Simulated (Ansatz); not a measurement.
Base system: TiC in the rock salt structure (space group Fm-3m, No. 225; a = 4.293 Å; relaxed with 0.1 eV smearing). Axes: x, y, z lie along the cube axes.

Level of theory: PBEsol in Ansatz (plane waves to 420 eV, PAW, spin-orbit coupling left out), earlier PAW set.

Modification: every lattice vector is stretched by 1.45 %; the atoms relax in the strained cell.

Predict the stress tensor and what it implies for the stiffness.

Stress of the strained cell less that of the base (GPa, compression positive):
```
  -10.6     0.0     0.0
    0.0   -10.6     0.0
    0.0     0.0   -10.6
```

Then B = −ΔP/(ΔV/V₀) with ΔV/V₀ = 0.0441 gives secant stiffness values (nonlinear terms included at this strain): B ≈ 240 GPa.

As a check, the harmonic strain energy −½ V₀ Δσ:ε is 14 meV/atom; the computed energy rise is 15 meV/atom.

No phonon test of stability was made. The final runs are not spin-polarised.

Ansatz is an electronic-structure program.
